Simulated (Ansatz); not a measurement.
Start from GaSb in the rock salt structure (space group Fm-3m, No. 225; a = 5.801 Å; a hypothetical phase, not in the database extracts checked; relaxed with 0.1 eV smearing). Axes: x, y, z lie along the cube axes.

(Cell as relaxed with PBE.)

Levels (all Ansatz, a first-principles code, PAW): PBE (420 eV, no SOC); PBEsol (420 eV, scalar-relativistic without spin-orbit coupling).

Each level relaxes its own structure.

```json
[
 {"base": "volume per atom", "PBE": "24.40 Å³", "PBEsol": "23.14 Å³"},
 {"base": "lattice parameter a", "PBE": "10.961 bohr", "PBEsol": "10.770 bohr"},
 {"base": "band gap", "PBE": "zero", "PBEsol": "zero"}
]
```

The change: the symmetric strain tensor [-0.0012 0.0009 0.0115; 0.0009 -0.0132 0.0040; 0.0115 0.0040 -0.0049], atoms relaxed at fixed cell.

| quantity | PBE | PBEsol |
|---|---|---|
| pressure (mean of the normal stresses, compression positive) | 1.1 GPa | 1.3 GPa |
| shortest interatomic distance | 5.408 bohr | 5.314 bohr |
| energy relative to the base (free energy F) | +2.4 meV/atom | +2.7 meV/atom |

PBE's pressure lies 0.2 GPa below PBEsol's; PBE's shortest interatomic distance lies 0.0947 bohr above PBEsol's (1.8 %). Neither level is exact; PBEsol is the comparison here, not a measurement.

Whether these cells are dynamically stable was not tested. The final runs are not spin-polarised.
